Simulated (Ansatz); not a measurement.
Structure of amorphous C60H16 (periodic cell):

```
CELL_PARAMETERS angstrom
      8.34361     0.10322    -0.12180
      0.10322     8.35740    -0.21259
     -0.12180    -0.21259     9.13242
ATOMIC_POSITIONS crystal
  C  0.92465 0.75921 0.13683
  C  0.68180 0.47192 0.96793
  C  0.76096 0.33270 0.91370
  C  0.64562 0.03316 0.09383
  C  0.71085 0.09146 0.42121
  C  0.92112 0.59171 0.06865
  C  0.69176 0.48538 0.59379
  C  0.32793 0.32875 0.57288
  C  0.98925 0.71570 0.72789
  C  0.66244 0.25430 0.42802
  C  0.79544 0.05985 0.15988
  C  0.62800 0.85792 0.85449
  C  0.70269 0.75081 0.09871
  C  0.96414 0.47132 0.50756
  C  0.32470 0.93800 0.49170
  C  0.01352 0.45480 0.02953
  C  0.19695 0.96472 0.87273
  C  0.33638 0.02661 0.64164
  C  0.72947 0.02277 0.56821
  C  0.19764 0.25159 0.80362
  C  0.93665 0.03696 0.06247
  C  0.14910 0.75583 0.33391
  C  0.21820 0.29549 0.44079
  C  0.29839 0.92661 0.74957
  C  0.27646 0.21162 0.31873
  C  0.99780 0.87965 0.04353
  C  0.54308 0.55622 0.60467
  C  0.20268 0.83247 0.47395
  C  0.39454 0.47551 0.56395
  C  0.76264 0.59529 0.03596
  C  0.27229 0.70389 0.24036
  C  0.13278 0.11935 0.88852
  C  0.75407 0.18087 0.66760
  C  0.92481 0.31833 0.96487
  C  0.80017 0.01724 0.31419
  C  0.18832 0.46419 0.03277
  C  0.10295 0.70025 0.82876
  C  0.48125 0.10157 0.13609
  C  0.98525 0.78407 0.29317
  C  0.88911 0.88899 0.37789
  C  0.28651 0.58416 0.11800
  C  0.51660 0.48256 0.98149
  C  0.06599 0.38953 0.42063
  C  0.42792 0.79040 0.26467
  C  0.45086 0.59209 0.08431
  C  0.66297 0.23273 0.80458
  C  0.65726 0.88594 0.99644
  C  0.70137 0.31242 0.56389
  C  0.42734 0.36799 0.90477
  C  0.11047 0.84035 0.93592
  C  0.34921 0.20691 0.69308
  C  0.53966 0.71801 0.16976
  C  0.49627 0.25658 0.79922
  C  0.84308 0.56225 0.56655
  C  0.99682 0.15564 0.97211
  C  0.41086 0.94773 0.35348
  C  0.87371 0.89678 0.54381
  C  0.88585 0.73311 0.61717
  C  0.26379 0.36908 0.92031
  C  0.40273 0.08951 0.28353
  H  0.12999 0.81228 0.56611
  H  0.88304 0.18956 0.69350
  H  0.97580 0.96334 0.59271
  H  0.59151 0.95500 0.78713
  H  0.39617 0.05540 0.05109
  H  0.20541 0.23210 0.21779
  H  0.53480 0.68670 0.60413
  H  0.02942 0.39347 0.30398
  H  0.33091 0.54772 0.48241
  H  0.09922 0.30760 0.73953
  H  0.62933 0.32700 0.33596
  H  0.64099 0.73781 0.80541
  H  0.21200 0.63285 0.79941
  H  0.61980 0.96295 0.59604
  H  0.48875 0.23017 0.11819
  H  0.31966 0.80045 0.72366
```

Methods: PBE-D3(BJ), scalar-relativistic without spin-orbit coupling (Ansatz, a program for electronic structure); r2SCAN, scalar-relativistic without spin-orbit coupling (Ansatz); HSE06-D3(BJ), scalar-relativistic without spin-orbit coupling (Ansatz). Neutral PBE cell, which sets geometry, pressure and energy: sampling: a 2×2×2 Γ-centred mesh; Fermi-Dirac width 0.05 eV; no spin polarisation. Exact exchange is cut at the faces of this 8 Å cell, which leaves hybrid gaps a finite-size error.

It comes from a melt-quench run on a machine-learned potential (CHGNet), relaxed afterwards by DFT. The hot cell started wider than the set density and was brought back towards it in steps. It is the lowest in DFT energy of 2 quenches. It is a model cell: composition and starting density were chosen by hand, and all elements were melted together. The geometry includes D3(BJ) dispersion. A short ab initio anneal came between quench and relaxation. Its density started from a set value of 1.87 and ended at 1.92 g/cm³. Cooling (nominally 640 K/ps over its main leg) ran many orders faster than in experiment, which tends to leave more defects and strain. One small periodic cell is one sample of the glass; other quenches scatter about these values. Volume and shape were free in the relaxation.

Task: Give the pressure, the energy against reference phases and the spacing of the highest filled and lowest empty levels.

Result: 
| Property | Result |
|---|---|
| Pressure on a 2×2×2 Γ-centred mesh | 0.07 GPa |
| Largest force and stress component on that mesh (the relaxation ran on one k-point at (1/4, 1/4, 1/4)) | 0.36 eV/Å and 0.4 GPa |
| Energy relative to graphite + CH4 gas (lowest mix at this level among the phases computed, not always the ambient ones) | 0.461 eV/atom |
| Gap on a 2×2×2 Γ-centred mesh (PBE) | 0.73 eV |
| Gap at the zone centre (PBE) | 0.71 eV |
| Level spacing at the Fermi energy at the zone centre (r2SCAN, a state with unpaired spins) | 0.76 eV |
| Level spacing at the Fermi energy at the zone centre (HSE06, a state with unpaired spins) | 1.25 eV |
| Distance between the nearest levels spread over more than a fifth of the atoms or a third of the atoms of their main element (six at least) (PBE, zone centre) | 0.71 eV |

Task: At PBE and the zone centre, how localised are the states just below and above the Fermi level (participation number: the atoms over which a state spreads)?

Result: The highest filled state is spread over 28.2 atoms' worth, largest on C5, with weights by element (charge in smoothed Voronoi cells) C 0.95, H 0.05. The lowest empty state is spread over 23.4 atoms' worth, largest on C40, with weights by element (charge in smoothed Voronoi cells) C 0.93, H 0.07.

Neighbours within C-C 1.74 Å, C-H 1.30 Å, H-H 0.90 Å count as bonded.

Added carriers, by PBE-D3(BJ), scalar-relativistic without spin-orbit coupling (Ansatz) on one k-point at (1/4, 1/4, 1/4). Charged cells keep the cell fixed and stand in a uniform background, with no image correction, at a width of 0.01 eV; where the count is odd the moment is locked at 1 μB, unless the neutral cell bore moments. Each starts from the undistorted neutral geometry alone. PBE's self-interaction favours spread-out carriers, so it can miss traps that a hybrid finds.

Task: What happens at PBE when the cell takes an extra electron and the atoms relax?

Result: Relaxation lowers the charged cell by 0.07 eV. The largest moves are H61 0.08 Å, H66 0.08 Å, C40 0.06 Å, C35 0.05 Å. The level that holds the added charge spreads over 31.4 atoms' worth, most on C40 (weight 0.08): a carrier spread over the cell. No bond crosses its cut-off with a change of over 0.15 Å. Made neutral again at that geometry, the cell lies +0.07 eV from the neutral start.

Task: What happens at PBE when the cell takes a hole and the atoms relax?

Result: Relaxation lowers the charged cell by 0.04 eV. The largest moves are H72 0.05 Å, H64 0.05 Å, H65 0.04 Å, H75 0.04 Å. The level that was emptied spreads over 26.6 atoms' worth, most on C31 (weight 0.09): a carrier spread over the cell. No bond crosses its cut-off with a change of over 0.15 Å. Made neutral again at that geometry, the cell lies +0.05 eV from the neutral start.

A PBE run started with 1 μB on atoms that lack a bond or may hold spare charge lost its moments; other starts weren't tried.
